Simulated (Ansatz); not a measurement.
Levels about the gap of amorphous Ga24O39In2 (65 atoms in a cell of 834 Å³, 5.03 g/cm³; zone centre alone, so wide bands show as single levels with stretches between that a denser mesh fills), at the geometry that PBE relaxed, where it gives 0.1 GPa on a denser mesh. The participation number counts the atoms over which a state spreads; weights are charges in smoothed Voronoi cells. The levels come from a single point, so bond lengths are those of that geometry. Method of the levels: PBE, scalar-relativistic without spin-orbit coupling (Ansatz, a first-principles code). Sampling: the zone centre alone; Fermi-Dirac width 0.02 eV; no spin polarisation. At PBE the levels at the filled edge of the gap are localised (band-tail or defect states).

It comes from a melt-quench run on a machine-learned potential (CHGNet), relaxed afterwards by DFT. O atoms were pushed apart under 1.9 Å during the dynamics, to hinder bonds among them. The hot cell started wider than the set density and was brought back towards it in steps. It is the lowest in DFT energy of 2 quenches. It is a model cell: composition and starting density were chosen by hand, and all elements were melted together. No dispersion term was used. Its density started from a set value of 5.14 and ended at 5.03 g/cm³. Cooling (nominally 280 K/ps over its main leg) ran many orders faster than in experiment, which tends to leave more defects and strain. One small periodic cell is one sample of the glass; other quenches scatter about these values. Volume and shape were free in the relaxation.

```csv
"E - E(highest filled), eV",filling,participation number,largest on,weight O,weight Ga,weight In
-0.33,filled,19.9,"O, 2 neighbours",0.94,0.05,0.00
-0.28,filled,18.4,"O, 2 neighbours",0.94,0.06,0.00
-0.27,filled,13.3,"O, 3 neighbours",0.94,0.06,0.00
-0.26,filled,11.6,"O, 2 neighbours",0.94,0.05,0.00
-0.18,filled,6.8,"O, 2 neighbours",0.95,0.05,0.00
-0.09,filled,14.8,"O, 2 neighbours",0.95,0.05,0.00
0.00,filled,6.6,"O, 3 neighbours",0.95,0.04,0.00
1.59,empty,59.3,"In, 5 neighbours",0.52,0.41,0.07
4.03,empty,29.8,"In, 5 neighbours",0.55,0.31,0.13
4.20,empty,36.1,"Ga, 4 neighbours",0.56,0.39,0.05
4.26,empty,22.0,"In, 5 neighbours",0.56,0.28,0.17
4.47,empty,40.3,"Ga, 5 neighbours",0.57,0.37,0.05
4.63,empty,39.6,"Ga, 4 neighbours",0.58,0.39,0.03
4.82,empty,43.4,"Ga, 5 neighbours",0.57,0.40,0.02
```

Most localised among these is the filled level at +0.00 eV, on a O atom, which has 3 neighbours (Ga 1.86 Å, Ga 1.90 Å, Ga 2.19 Å).
